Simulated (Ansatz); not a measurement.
Consider ZnGeP₂ in the chalcopyrite structure (space group I-42d, No. 122).

```
ZnGeP2
1.0
   -2.74995     2.74995     5.42237
    2.74995    -2.74995     5.42237
    2.74995     2.74995    -5.42237
Zn Ge P
2 2 4
Direct
  0.00000   0.00000   0.00000
  0.75000   0.25000   0.50000
  0.50000   0.50000   0.00000
  0.25000   0.75000   0.50000
  0.87500   0.87162   0.49662
  0.12838   0.62500   0.00338
  0.37500   0.37838   0.50338
  0.62162   0.12500   0.99662
```

Cartesian axes are those of the cell as printed.

The values are results of PBE, PAW, 420 eV (Ansatz, a first-principles code; spin-orbit coupling left out), not measurements.

For the base:

| Item | Value |
|---|---|
| Pressure | 0.00 GPa |

It is then changed as follows: compressive biaxial strain of 3.00 % in the plane normal to [001], as in epitaxy on a mismatched substrate; the out-of-plane cell vector and the atoms relax.

Task: Estimate the effect on the pressure.

Result: The pressure (mean of the normal stresses, compression positive) goes from zero to 2.80 GPa.

Whether these cells are dynamically stable was not tested.
